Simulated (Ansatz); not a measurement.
Cells marked so need not be the phases stable at ambient conditions, and some may be hypothetical.

 Where the default PAW files enter, the runs use the earlier of Ansatz's two default sets.

The gap is the functional's own. No spin-orbit coupling. Mid-gap values are interpolated on the energy grid.

A. SrTe (Fm-3m, rock salt, not sure to be the ambient phase, 2 atoms a cell, 37.8 Å³ an atom), along the normal of (001)
B. LiAsF6 (R-3, not sure to be the ambient phase, 8 atoms a cell, 11.2 Å³ an atom), along the normal of (001)
C. Li₃Bi (Fm-3m, not sure to be the ambient phase, 4 atoms a cell, 18.7 Å³ an atom), along the normal of (110)
D. NaCl (Fm-3m, rock salt, 2 atoms a cell, 21.8 Å³ an atom), along the normal of (001)
E. Mg₂FeH₆ (Fm-3m, not sure to be the ambient phase, 9 atoms a cell, 7.1 Å³ an atom), along the normal of (001)

Problem. Rank these by mid-gap decay constant of the slowest evanescent state (highest first), as r2SCAN in Ansatz (a program for electronic structure) gives it.

Solution. B (0.57 1/Å), E (0.46 1/Å), D (0.42 1/Å), A (0.17 1/Å), C (0.08 1/Å)
